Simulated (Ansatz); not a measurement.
The starting structures come from a database of crystals and need not be the phases stable at ambient conditions.

Input:

```
CELL_PARAMETERS angstrom
      6.62621     0.00000     0.00000
     -1.24891     6.50745     0.00000
      1.24891     1.51139     6.32950
ATOMIC_POSITIONS crystal
  K  0.52817 0.07004 0.92996
  K  0.07004 0.52817 0.92996
  K  0.07004 0.07004 0.47183
  B  0.37883 0.64118 0.35882
  B  0.64118 0.37883 0.35882
  B  0.64118 0.64118 0.62117
  B  0.52168 0.52168 0.03121
  B  0.96879 0.52168 0.47831
  B  0.52168 0.96879 0.47831
  Br 0.00535 0.00535 0.99465
  O  0.51324 0.17418 0.48676
  O  0.51324 0.51324 0.82582
  O  0.17418 0.51324 0.48676
  O  0.55678 0.55678 0.44322
  O  0.39998 0.86489 0.36626
  O  0.63374 0.39998 0.13511
  O  0.86489 0.63374 0.60002
  O  0.39998 0.63374 0.13511
  O  0.63374 0.86489 0.60002
  O  0.86489 0.39998 0.36626
```

Space group of this cell: R3m. The cell is taken as given; by r2SCAN its mean pressure is -3.3 GPa.

Transport runs along the normal of the first two printed cell vectors, the (101) plane of the conventional cell.

No gap correction and no spin-orbit coupling; mid-gap values are interpolated between computed energies.

Give the band gap and the smallest decay constant κ at mid-gap that r2SCAN (Ansatz, a program for electronic structure) yields.

Gap 5.77 eV on a 6×6×6 mesh; κ = 0.452 1/Å, at the zone centre.
